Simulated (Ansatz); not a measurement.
An Ansatz (a quantum-chemistry and plane-wave program) input (r2SCAN in Ansatz (plane waves to 500 eV, PAW, scalar-relativistic without spin-orbit coupling)):

Ansatz 0.2 input:
```yaml
crystal:
  lattice:
    - [-1.6615838983, 1.6615838983, 4.0905867129]
    - [1.6615838983, -1.6615838983, 4.0905867129]
    - [1.6615838983, 1.6615838983, -4.0905867129]
  atoms:
    - { symbol: W, position: [0, 0, 0] }
    - { symbol: Ge, position: [0.337743552, 0.337743552, 0] }
    - { symbol: Ge, position: [0.662256448, 0.662256448, 0] }
basis: { ecutwfc: 500, ecutrho_ratio: 4, xc_grid: 4, fft_grid_basis: typed }
kpoints: { mp_grid: { grid: [20, 20, 20] } }
hamiltonian:
  xc: r2scan
  dispersion: none
  pseudopotentials: { kind: paw }
scf: { occupations: { method: fermi_dirac, width: 0.05 }, convergence: { dr2_threshold: 0.0000000003 } }
output: { forces: true, stress: true }
checkpoint: { write: state.ck, write_every: 1000 }
```

Problem. Which symmetry and how many k-points will the program report, and about how many plane waves at Γ?

Solution. Space group I4/mmm (ITA 139) with 16 operations, k-points 641 of 8000, and 1147 plane waves at Γ.

Whether these cells are dynamically stable was not tested. All final runs are without spin polarisation. The cell was made from WSi2 by this change: Si → Ge; the result is a model cell.
